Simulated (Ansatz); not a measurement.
Electronic density of states of amorphous Ge19Se38Ti, density 4.60 g/cm³, on a 2×2×2 Γ-centred mesh with a Gaussian width of 0.1 eV; energies count from the Fermi level, whose place inside the gap is arbitrary. Cell and mesh are small, so fine structure isn't converged. The numbers are results of PBE-D3(BJ), scalar-relativistic without spin-orbit coupling, PAW (Ansatz default set, large-core Se) (plane waves to 420 eV; Ansatz, a first-principles code), not measurements. Sampling: a 2×2×2 Γ-centred mesh; Fermi-Dirac width 0.05 eV; no spin polarisation.

Preparation: random packing, a CHGNet melt and quench, and a DFT relaxation. The hot cell started wider than the set density and was brought back towards it in steps. It is the lowest in DFT energy of 3 quenches. It is a model cell: composition and starting density were chosen by hand, and all elements were melted together. The geometry includes D3(BJ) dispersion. Its density started from a set value of 4.26 and ended at 4.60 g/cm³. The simulated quench (nominally 60 K/ps over its main leg) is rapid and tends to freeze in more defects than a deposited or slowly cooled glass has. A cell of this size samples the disorder only roughly. Volume and shape were free in the relaxation.

(E - EF (eV), states/(eV atom)): (-12.00, 0.07); (-11.90, 0.22); (-11.80, 0.29); (-11.70, 0.15); (-11.60, 0.17); (-11.50, 0.13); (-11.40, 0.02); (-11.30, 0.00); (-11.20, 0.00); (-11.10, 0.00); (-11.00, 0.00); (-10.90, 0.00); (-10.80, 0.00); (-10.70, 0.00); (-10.60, 0.00); (-10.50, 0.00); (-10.40, 0.00); (-10.30, 0.00); (-10.20, 0.00); (-10.10, 0.00); (-10.00, 0.00); (-9.90, 0.00); (-9.80, 0.00); (-9.70, 0.00); (-9.60, 0.00); (-9.50, 0.00); (-9.40, 0.00); (-9.30, 0.00); (-9.20, 0.00); (-9.10, 0.04); (-9.00, 0.16); (-8.90, 0.28); (-8.80, 0.37); (-8.70, 0.43); (-8.60, 0.45); (-8.50, 0.42); (-8.40, 0.42); (-8.30, 0.41); (-8.20, 0.37); (-8.10, 0.39); (-8.00, 0.36); (-7.90, 0.29); (-7.80, 0.22); (-7.70, 0.26); (-7.60, 0.32); (-7.50, 0.27); (-7.40, 0.32); (-7.30, 0.32); (-7.20, 0.21); (-7.10, 0.12); (-7.00, 0.10); (-6.90, 0.03); (-6.80, 0.00); (-6.70, 0.00); (-6.60, 0.00); (-6.50, 0.00); (-6.40, 0.00); (-6.30, 0.00); (-6.20, 0.00); (-6.10, 0.00); (-6.00, 0.00); (-5.90, 0.00); (-5.80, 0.01); (-5.70, 0.10); (-5.60, 0.30); (-5.50, 0.33); (-5.40, 0.30); (-5.30, 0.31); (-5.20, 0.42); (-5.10, 0.54); (-5.00, 0.57); (-4.90, 0.54); (-4.80, 0.58); (-4.70, 0.61); (-4.60, 0.59); (-4.50, 0.60); (-4.40, 0.63); (-4.30, 0.64); (-4.20, 0.67); (-4.10, 0.73); (-4.00, 0.69); (-3.90, 0.62); (-3.80, 0.64); (-3.70, 0.64); (-3.60, 0.61); (-3.50, 0.61); (-3.40, 0.64); (-3.30, 0.67); (-3.20, 0.69); (-3.10, 0.65); (-3.00, 0.65); (-2.90, 0.67); (-2.80, 0.78); (-2.70, 0.75); (-2.60, 0.71); (-2.50, 0.74); (-2.40, 0.72); (-2.30, 0.70); (-2.20, 0.75); (-2.10, 0.85); (-2.00, 0.89); (-1.90, 0.86); (-1.80, 0.80); (-1.70, 0.74); (-1.60, 0.82); (-1.50, 0.86); (-1.40, 0.84); (-1.30, 0.82); (-1.20, 0.75); (-1.10, 0.68); (-1.00, 0.71); (-0.90, 0.70); (-0.80, 0.65); (-0.70, 0.54); (-0.60, 0.28); (-0.50, 0.16); (-0.40, 0.08); (-0.30, 0.01); (-0.20, 0.00); (-0.10, 0.00); (0.00, 0.00); (0.10, 0.00); (0.20, 0.00); (0.30, 0.01); (0.40, 0.08); (0.50, 0.28); (0.60, 0.43); (0.70, 0.41); (0.80, 0.40); (0.90, 0.50); (1.00, 0.53); (1.10, 0.49); (1.20, 0.47); (1.30, 0.53); (1.40, 0.53); (1.50, 0.52); (1.60, 0.56); (1.70, 0.54); (1.80, 0.56); (1.90, 0.52); (2.00, 0.49); (2.10, 0.56); (2.20, 0.57); (2.30, 0.50); (2.40, 0.49); (2.50, 0.50); (2.60, 0.49); (2.70, 0.54); (2.80, 0.59); (2.90, 0.59)

The gap on this mesh is 0.88 eV; the broadening fills part of it in the curve.
